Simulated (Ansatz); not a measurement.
**What biaxial strain +3.26 %, plane normal [110], relaxed out of plane does to Si**

Base system: Si in the diamond structure (space group Fd-3m, No. 227; a = 5.444 Å). Axes: x, y, z lie along the cube axes.

It is then changed as follows: tensile biaxial strain of 3.26 % in the plane normal to [110], as in epitaxy on a mismatched substrate; the out-of-plane cell vector and the atoms relax.

Computed with Kohn–Sham DFT with the r2SCAN functional, run in Ansatz (a program for electronic structure) with PAW and 500 eV plane waves, no spin-orbit coupling, earlier PAW set. Settings: 10×10×10 k-points, 0.05 eV Fermi–Dirac smearing.

Space group: Imma (No. 74) (base Fd-3m (No. 227))
Shortest interatomic distance: 2.379 Å (base 2.357 Å)
Energy relative to the base (free energy F): +28 meV/atom
Band gap: 0.54 eV (base 0.78 eV)
Gap character: indirect, Γ → Γ–T (80 % along)
Smallest direct gap: 2.17 eV (base 2.74 eV)
Electron mass: 0.94 mₑ along k, 0.19 mₑ across (off the special points) (base 0.91 mₑ along k, 0.19 mₑ across (off the special points))
Valence-band top at Γ (three highest levels, from the VBM): 0.00, -0.37, -0.38 eV (base 0.00, 0.00, 0.00 eV)
Out-of-plane strain: -1.31 %
Ratio −ε⊥/ε∥: 0.40

A biaxial case was relaxed in a doubled cell and then solved in the primitive one. Masses are band curvatures over ±0.01 Å⁻¹ around the edge. Along k means along the line from Γ to the band edge. Stability against distortions was not tested. k-point labels follow each cell's own Brillouin zone.
